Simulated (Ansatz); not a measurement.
**SnO2: band gap against strain**

SnO2 (rutile, P4_2/mnm, 12.578 Å³/atom at rest, c along z) under an equal strain ε in the (001) plane with the normal axis free, as in a coherent film. PBE in Ansatz, a plane-wave DFT program (PAW, default set), 420 eV, 7×7×10 Γ-centred mesh, Fermi-Dirac smearing 0.05 eV; ions are relaxed within the symmetry of each cell. Gaps are the smallest over the k-mesh and a band path, without spin-orbit coupling; in all rows the valence edge lies at Γ and the conduction edge at Γ.

Here s stands for strain and Eg for gap.

```
strain (%)  gap (eV)
----------  --------
0.00           0.680
0.60           0.636
1.20           0.595
1.80           0.559
3.00               ?
```

### Question
Using a straight line, estimate the missing Eg at s = 3.00 from the other rows, showing the fit.

### Answer
Means: s 0.90000, Eg 0.6175. About the means, the sum of products is -0.12120 and the sum of squares of s is 1.8000; the slope is their ratio. Least squares gives Eg = 0.6781 - 0.06733·s. Residuals (row less fit): 0.0019, -0.0017, -0.0023, 0.0021; standard error 0.0028 (degrees of freedom: 2). Over these rows the gap moves by -6.7 ± 0.2 eV per unit strain. At the withheld row, Eg = 0.6781 - 0.06733 × 3.0 = 0.4761 eV. The calculation gives 0.499 eV, 0.0229 eV above the prediction (12.7 % of the range of Eg in the table). The row lies outside the fitted rows, so this is an extrapolation. From the scatter of the fitted rows alone, a prediction at this place has a standard error of 0.0055 eV, so the miss is 4.2 times that.

One order more, fitted to all 6 runs of the series, follows each within 0.001, so the miss is the next term of a smooth law. Spin-orbit coupling is left out, which can shift this property for SnO2. Rows are the converged runs of the series near zero and its far end; series whose fitted rows scatter by over a few per cent of the range, as at a crossing or softening among them, aren't shown in this form. Most that stay on the fit to the last digits aren't either.
